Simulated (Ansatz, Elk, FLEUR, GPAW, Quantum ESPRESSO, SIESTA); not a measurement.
# One structure in several programs: Si2Mo (I4/mmm, 3 atoms in the cell)

Self-consistent single point, at a second geometry (lattice scaled by 0.98). First geometry:

```yaml
crystal:
  lattice:
    - [-1.62424, 1.62424, 3.96203]
    - [1.62424, -1.62424, 3.96203]
    - [1.62424, 1.62424, -3.96203]
  atoms:
    - { symbol: Si, position: [0.66457, 0.66457, 0.00000] }
    - { symbol: Si, position: [0.33543, 0.33543, 0.00000] }
    - { symbol: Mo, position: [0.00000, 0.00000, 0.00000] }
```

Shared settings, as Ansatz (a quantum-chemistry and plane-wave program) writes them: kpoints.mp_grid.grid = 11 11 11; scf.occupations.method = fermi_dirac; scf.occupations.width = 0.1 eV. Potentials and cutoffs stand in the table.

| code | model | ΔF from the first geometry (meV/atom) | pressure (GPa) | largest force (eV/Å) | cutoff |
|---|---|---|---|---|---|
| GPAW | PBE, GPAW PAW datasets PBE (gpaw-data 1.0.1) | 8.9 | 8.54 | 0.160 | 550 eV |
| Ansatz | PBE, default PAW files | 5.8 | 7.87 | 0.142 | default |
| Quantum ESPRESSO | PBE, GBRV 1.5 ultrasoft (PBE) pseudopotentials | 4.9 | 7.63 | 0.142 | 40 Ry |
| SIESTA | GGA PBE, numerical atomic orbitals TZP, PseudoDojo PBE standard norm-conserving potentials (rewritten from UPF to PSML) | 4.1 | 7.34 | 0.070 | grid 350 Ry |
| FLEUR | PBE, all-electron FLAPW (FLEUR), scalar-relativistic valence | 6.8 | – | – | Kmax 4.5 1/bohr |
| Elk | PBE, all-electron FP-LAPW, Elk's shipped species files, APW+lo basis with extra local orbitals | 7.5 | – | – | rgkmax 7.5 |

A dash marks a value that a program does not give, or that is left out as unsure.

On Ansatz's run: spin polarisation is off.

The spread over the programs that give each value: ΔF from the first geometry within 4.8 meV/atom; pressure within 1.20 GPa; largest force within 0.090 eV/Å.

SIESTA uses small atom-centred bases, whose incompleteness enters pressures, forces and empty levels differently from a plane-wave cutoff. FLEUR and Elk treat all electrons, but the usual bases taken here (sphere radii, linearisation, local orbitals, empty states) were not tested for convergence, so the values are no reference for the others. Ansatz's pressure is given at a fixed set of plane waves, as the other plane-wave codes print theirs; with its correction for the finite basis it is 7.91 GPa.

The starting cell comes from a database of computed structures (which also holds hypothetical and non-ambient phases and stackings), without a prior relaxation at this level. Its lattice was rescaled by a random factor within 2.5 % of one. For this run, on top of that: lattice scaled by 0.98.

Keys are those of Ansatz 0.2.
